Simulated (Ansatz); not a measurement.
## Habitual settings against a tight run: BaSrYSbO6 (F-43m, 10 atoms in the cell)

Self-consistent single point.

```
CELL_PARAMETERS angstrom
      0.00000     4.28974     4.28974
      4.28974     0.00000     4.28974
      4.28974     4.28974     0.00000
ATOMIC_POSITIONS crystal
  Ba 0.25000 0.25000 0.25000
  Sr 0.75000 0.75000 0.75000
  Y  0.50000 0.50000 0.50000
  Sb 0.00000 0.00000 0.00000
  O  0.76308 0.23692 0.23692
  O  0.76308 0.23692 0.76308
  O  0.23692 0.76308 0.76308
  O  0.23692 0.76308 0.23692
  O  0.76308 0.76308 0.23692
  O  0.23692 0.23692 0.76308
```

Method of the run: LDA (PW92), default PAW files made with PBE (plane waves; Ansatz, a first-principles code).

Base settings: basis.ecutwfc = 30.9 Ry; kpoints.mp_grid.grid = 6 6 6; hamiltonian.xc = lda; hamiltonian.pseudopotentials = {kind: paw} (the program's default PAW files); scf.occupations.method = gaussian; scf.occupations.width = 0.0015 Ry.

Tight run (finer mesh or higher cutoff; not a proven limit): basis.ecutwfc: 30.9 Ry → 43.4 Ry; kpoints.mp_grid.grid: 6 6 6 → 9 9 9; scf.convergence.dr2_threshold: default (1e-07 eV) → 1e-09 eV. It gave top of the valence band (on the code's own zero) 7.90 eV; gap on the k-point mesh 2.99 eV; pressure -13.46 GPa; largest force (vector length) 0.167 eV/Å.

Quick runs, as changes from the base:
- A: the base itself
- B: basis.ecutwfc: 30.9 Ry → 24.6 Ry; kpoints.mp_grid.grid: 6 6 6 → 2 2 2; scf.occupations.method: gaussian → cold; scf.occupations.width: 0.0015 Ry → 0.0367 Ry; width narrowed by the program to 0.3690 eV
- C: basis.ecutwfc: 30.9 Ry → 18.4 Ry

Gaps are read on each run's own mesh, which may miss the band edges.

The count of work is k-points × plane waves × bands × iterations; it is no time. 

Pressures in the table are Ansatz's without its Pulay estimate, at a fixed set of plane waves; the tight run's value above holds the estimate.

The starting cell comes from a database of computed structures (which also holds hypothetical and non-ambient phases and stackings), without a prior relaxation at this level. Its lattice was rescaled by a random factor within 2.5 % of one. Spin-orbit coupling is off. In the base run, with a pressure of about -13 GPa the cell is away from its equilibrium volume at this level.

```tsv
run	energy less tight (meV/atom)	pressure less tight (GPa)	largest miss in a force vector (eV/Å)	gap on the mesh less tight (eV)	count of work / tight
A	5.7	-0.64	0.003	-0.001	0.25
B	133.2	-7.88	0.008	-0.038	0.041
C	1288.5	-60.37	0.277	-0.242	0.11
```

Among the runs at the tight run's level, the energy misses run from 5.7 to 1288.5 meV/atom.

Left out of this page: 2 runs of the series with a known weakness of the program; 1 run of the series unsound by tests on forces, stress, charge or solver warnings.

Keys are those of Ansatz 0.2.
